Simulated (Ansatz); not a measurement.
Start from GaSb in the zinc blende structure (space group F-43m, No. 216; a = 6.132 Å).

Method: plane-wave PAW DFT at the r2SCAN level (Ansatz, a first-principles code, 500 eV), no spin-orbit coupling.

Before the change:

* **Electron mass**: 0.023 mₑ (at Γ)
* **Volume per atom**: 28.83 Å³

Modification: a hydrostatic pressure of 0.9 GPa.

Problem. How does this affect the electron mass?

Solution. The electron mass changes from 0.023 mₑ (at Γ) to 0.029 mₑ (at Γ).

Problem. What does the calculation give for the volume per atom after the change?

Solution. The volume per atom shrinks by 0.453 Å³, from 28.83 Å³ to 28.37 Å³.

Problem. Predict the new mean gap deformation potential ΔEg/Δln V.

Solution. The mean gap deformation potential ΔEg/Δln V comes out as -7.6 eV.

Spin-orbit coupling, missing from the scalar runs, can matter with Sb. Load acts through the strain it causes; cell and atoms are relaxed under it. Effective masses come from finite differences of ±0.01 Å⁻¹. Whether these cells are dynamically stable was not tested.
